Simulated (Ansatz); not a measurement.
## SiC, response to strain

Take SiC in the zinc blende structure (space group F-43m, No. 216) as the base.

```xyz
2
Lattice="0.0000 2.1782 2.1782 2.1782 0.0000 2.1782 2.1782 2.1782 0.0000" Properties=species:S:1:pos:R:3 pbc="T T T"
Si     0.0000     0.0000     0.0000
C      1.0891     1.0891     1.0891
```

Strains are applied to the cell and any free atomic positions relax.

The values are results of r2SCAN (Ansatz, a quantum-chemistry and plane-wave program), scalar-relativistic without spin-orbit coupling, not measurements.

Notes on the quantities. energy relative to the base: free energy F.

```tsv
variant	volume per atom	energy relative to the base	width of the top valence band	electron mass
base	10.33 Å³	0 meV/atom	4.81 eV	0.64 mₑ along k, 0.23 mₑ across (at X)
isotropic strain +0.50 %	10.49 Å³	(withheld)	(withheld)	0.65 mₑ along k, 0.23 mₑ across (at X)
isotropic strain +1.00 %	10.65 Å³	+6.4 meV/atom	4.70 eV	0.65 mₑ along k, 0.23 mₑ across (at X)
isotropic strain +1.50 %	10.81 Å³	+14 meV/atom	4.65 eV	0.66 mₑ along k, 0.23 mₑ across (at X)
isotropic strain +2.00 %	10.97 Å³	+25 meV/atom	4.59 eV	0.66 mₑ along k, 0.23 mₑ across (at X)
isotropic strain +2.50 %	11.13 Å³	+38 meV/atom	4.54 eV	0.67 mₑ along k, 0.23 mₑ across (at X)
isotropic strain +3.00 %	11.29 Å³	+54 meV/atom	4.49 eV	0.67 mₑ along k, 0.23 mₑ across (at X)
```

Q: Complete the table.

A: 
- isotropic strain +0.50 %, energy relative to the base: +1.6 meV/atom
- isotropic strain +0.50 %, width of the top valence band: 4.76 eV

The levels and masses belong to the bands next to the band gap. Effective masses come from finite differences of ±0.01 Å⁻¹. Along k means along the line from Γ to the band edge. Whether these cells are dynamically stable was not tested.
